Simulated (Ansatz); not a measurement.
Hypothetical CsCl type FeO: element substitutions

Start from FeO in the CsCl type structure (space group Pm-3m, No. 221; ferromagnetic; a hypothetical phase, not in the database extracts checked).

```
CELL_PARAMETERS angstrom
      2.65039     0.00000     0.00000
      0.00000     2.65039     0.00000
      0.00000     0.00000     2.65039
ATOMIC_POSITIONS crystal
  Fe 0.00000 0.00000 0.00000
  O  0.50000 0.50000 0.50000
```

Each row replaces one element on all its sites; cell and atoms are relaxed.

Levels (all Ansatz, a quantum-chemistry and plane-wave program, PAW): PBE (420 eV, scalar-relativistic without spin-orbit coupling); r2SCAN (500 eV, scalar-relativistic without spin-orbit coupling).

The base cell above is that of PBE; each level relaxes its own structures.

| case | lattice parameter a, PBE | lattice parameter a, r2SCAN |
|---|---|---|
| Fe → B | 2.404 Å | ___ |
| Fe → Co | 2.616 Å | ___ |
| O → F | 2.848 Å | 2.820 Å |

Task: Complete the table.

Result: 
- Fe → B, lattice parameter a, r2SCAN: 2.403 Å
- Fe → Co, lattice parameter a, r2SCAN: 2.613 Å

The two levels differ by at most about 0.029 Å. They put the cases in the same order.

Stability against distortions was not tested. As relaxed here, BO, CoO and FeF are hypothetical phases, not in the database extracts checked. No Hubbard U is applied and the magnetic state is the run's own (FeO ferromagnetic; CoO ferromagnetic; FeF ferromagnetic); small cells can't hold the antiferromagnetic order that many such compounds have, so gaps and moments can be off. Spin-polarised in the final run: PBE base, r2SCAN base, PBE CoO, r2SCAN CoO, PBE FeF and r2SCAN FeF; the other runs are not. An odd electron count without spin: BO.
